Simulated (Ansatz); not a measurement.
The starting structures come from a database of crystals and need not be the phases stable at ambient conditions.

Data:

```xyz
18
Lattice="6.3224 0.0000 0.0000 -1.3146 7.6403 0.0000 0.0000 3.4911 3.8060" Properties=species:S:1:pos:R:3 pbc="T T T"
K      3.5973     9.6101     3.4494
K      1.4105     1.5213     0.3566
Li     4.7459     4.9456     2.5055
Li     0.2619     6.1859     1.3005
Li     0.2619     7.9649     3.2400
Li     4.7459     3.1665     0.5659
H      0.4160     3.5722     1.9795
H      4.5918     7.5592     1.8265
H      2.1095     2.6971     2.7822
H      2.8984     8.4343     1.0238
H      2.4451     4.1921     1.4109
H      2.5627     6.9393     2.3951
O     -0.0386     4.2149     1.3899
O      5.0464     6.9165     2.4160
O      0.0038     9.9130     3.1715
O      5.0040     1.2184     0.6345
O      3.3514     3.9415     1.6408
O      1.6564     7.1899     2.1652
```

Space group of this cell: P2_1/m. The cell is taken as given; by r2SCAN its mean pressure is -3.0 GPa.

Transport runs along the normal of the first two printed cell vectors.

No gap correction and no spin-orbit coupling; mid-gap values are interpolated between computed energies.

Task: Compute, with r2SCAN in Ansatz (a program for electronic structure), the band gap and the smallest decay constant κ at mid-gap.

Result: Gap 4.92 eV on a 6×8×8 mesh; κ = 0.451 1/Å, at the zone centre.
